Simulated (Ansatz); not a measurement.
## NH2 on the 1x1 (0001) surface of hcp Ti, one in a 2x2 cell, started at the site 'hollow Ti-Ti-Ti'

Calculation: PBE (plane waves to 420 eV, PAW; Ansatz, a first-principles code).

Slab: 19 atoms, 6.8 Å thick at the start under the adsorbate (thin: gaps and levels are the slab's own); k 6x6x1, smearing 0.1 eV, dipole-corrected; 8 atoms held, the rest relaxed; symmetry of the start imposed; no spin, no spin-orbit, no U, no dispersion correction. At the end it is bonded to 3 Ti. In PBE it is, or lies within 0.03 eV of, the lowest of the starts that converged.

```yaml
adsorption energy against NH3(g) − ½ H2(g): -145 kJ/mol
work_function_of_the_top_face: 3.29 eV
change_of_the_work_function: -1.10 eV
change_of_the_step_from_the_bottom_to_the_top_vacuum_level_against_the_clean_slab: -1.10 eV
energy_released_by_relaxation: 0.25 eV
height of the binding atom over the mean of the host atoms within 0.3 Å of the top one: 1.424 Å
nearest_host_atoms_of_the_binding_atom: Ti at 2.17 Å, Ti at 2.23 Å, Ti at 2.23 Å
largest_move_of_a_host_atom: 0.11 Å
cost: roughly 6 core-minutes
```

A negative adsorption energy means that the adsorbate is more stable on the surface than in its reference.
